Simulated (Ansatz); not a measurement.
B₄C (Cm, No. 8, 15 atoms in the cell; start mp-1238815)

The numbers are results of r²SCAN (Ansatz, an electronic-structure program, plane waves, PAW), not measurements.

Run with plane-wave cutoff 560 eV, 8×8×8 k mesh, Fermi–Dirac smearing 0.01 eV, scalar-relativistic PAW data made under PBE.

Cell (relaxed with PBEsol):

B4C has the monoclinic space group Cm (No. 8), Pearson symbol mS30. Lattice parameters: a = 8.742 Å, b = 5.580 Å, c = 5.028 Å, α = 90.00°, β = 118.74°, γ = 90.00°. B1 on 2a has 1 C at 1.650 Å and 5 B at 1.797–1.825 Å. B2 on 4b is surrounded by 5 B at 1.733–1.796 Å and 1 C at 1.754 Å. B3 on 4b has 6 B at 1.733–1.825 Å. B4 on 2a is coordinated by 1 C at 1.577 Å and 1 C at 1.729 Å and 4 B at 1.756–1.787 Å. B5 on 2a sees 1 C at 1.597 Å and 5 B at 1.745–1.797 Å. B6 on 4b is surrounded by 1 C at 1.604 Å and 5 B at 1.745–1.806 Å. B7 on 4b sees 1 C at 1.608 Å and 1 C at 1.756 Å and 4 B at 1.748–1.795 Å. B8 on 2a is surrounded by 2 C at 1.432–1.439 Å (linear). 3 further independent sites are not listed. (Neighbours: up to the widest gap in distance over summed covalent radii, below 1.35, at either atom.)
(The calculation used a cell of 15 atoms; values per cell refer to that cell.)

```
Item                                                      Value
-------------------------------------------  ------------------
band gap                                     3.17 eV (indirect)
smallest direct gap on the k points sampled             3.45 eV
Γ–Γ gap                                                 5.64 eV
```

Note: cell and atoms aren't relaxed at this level (largest force component 0.36 eV/Å, pressure 1.4 GPa).

The result took roughly 2.8 core-minutes.

A start named mp-… is a Materials Project structure, which need not be a measured phase.
